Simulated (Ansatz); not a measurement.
Some atoms of an NVE trajectory of Li2O (antifluorite type), cell Li64O32, started from the crystal [in the run: it stayed crystalline; mean temperature 1302 K (target 1280 K); density 1.85 g/cm³, volume +9 % from the start crystal's; mean pressure 1.1 GPa against a target of 0]; time step 1.5 fs, velocity Verlet. Computed with r2SCAN (plane waves, PAW; Ansatz, an electronic-structure program). On the run's last frame a denser k-mesh moved the forces by 0.003 eV/Å rms, the static pressure by -0.01 GPa and the free energy by -1 meV/atom, which is about how far such values are converged.

```json
[
 {"atom": "Li28", "mass (u)": "6.940", "x y z (Å)": "1.47128 8.57772 0.84052", "v (Å/fs)": "-0.011951 -0.024756 0.028356", "F (eV/Å)": "-0.6888 -0.1394 0.2678"},
 {"atom": "Li30", "mass (u)": "6.940", "x y z (Å)": "4.16469 5.97522 1.02568", "v (Å/fs)": "0.014546 -0.004729 0.013339", "F (eV/Å)": "-0.8018 0.7618 0.6408"},
 {"atom": "O45", "mass (u)": "15.999", "x y z (Å)": "0.14177 4.98580 4.45682", "v (Å/fs)": "0.003475 -0.000757 -0.017317", "F (eV/Å)": "-0.0932 -0.0874 0.0255"},
 {"atom": "Li55", "mass (u)": "6.940", "x y z (Å)": "8.51218 1.47962 3.54448", "v (Å/fs)": "-0.006205 0.002644 -0.008330", "F (eV/Å)": "-1.3619 -1.4943 0.5720"},
 {"atom": "Li78", "mass (u)": "6.940", "x y z (Å)": "8.62238 5.74449 1.22142", "v (Å/fs)": "0.000527 0.049766 0.002701", "F (eV/Å)": "-0.3729 0.3176 -0.6883"},
 {"atom": "O93", "mass (u)": "15.999", "x y z (Å)": "4.72402 4.91956 4.87635", "v (Å/fs)": "-0.009542 0.005389 -0.002799", "F (eV/Å)": "1.5977 0.0119 -2.5964"}
]
```

### Question
Give their positions one step later.

### Answer
x' = x + vΔt + FΔt²/(2m), with 1 eV/(Å·u) = 0.0096485 Å/fs².
| atom | x' y' z' (Å) |
|---|---|
| Li28 | 1.45227 8.54036 0.88348 |
| Li30 | 4.18526 5.96932 1.04669 |
| O45 | 0.14692 4.98460 4.43086 |
| Li55 | 8.50074 1.48124 3.53288 |
| Li78 | 8.62258 5.81963 1.22439 |
| O93 | 4.71079 4.92765 4.87039 |
